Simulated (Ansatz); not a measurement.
Consider La (space group P6_3/mmc, No. 194).

```yaml
crystal:
  lattice:
    - [3.77035, 0.00000, 0.00000]
    - [-1.88517, 3.26522, 0.00000]
    - [0.00000, 0.00000, 12.08097]
  atoms:
    - { symbol: La, position: [0.00000, 0.00000, 0.00000] }
    - { symbol: La, position: [0.00000, 0.00000, 0.50000] }
    - { symbol: La, position: [0.33333, 0.66667, 0.25000] }
    - { symbol: La, position: [0.66667, 0.33333, 0.75000] }
```

Calculations: PBE/PAW in Ansatz (an electronic-structure program), spin-orbit coupling left out.

One change was made to it. Results:

```json
[
 {"quantity": "c/a ratio", "base": "3.204", "after": "3.233"},
 {"quantity": "volume per atom", "base": "37.18 Å³", "after": "28.14 Å³"}
]
```

Task: Name the change that was made.
A. pressure 5 GPa
B. pressure −1 GPa
C. pressure −2 GPa
D. pressure 10 GPa
E. pressure 0.7 GPa

Result: D, pressure 10 GPa. For comparison, the volume per atom in the other runs: pressure 5 GPa gives 31.58 Å³; pressure −2 GPa gives 40.59 Å³; pressure −1 GPa gives 38.75 Å³; pressure 0.7 GPa gives 36.19 Å³.

Load acts through the strain it causes; cell and atoms are relaxed under it. Whether these cells are dynamically stable was not tested. No other phases were tried under pressure.
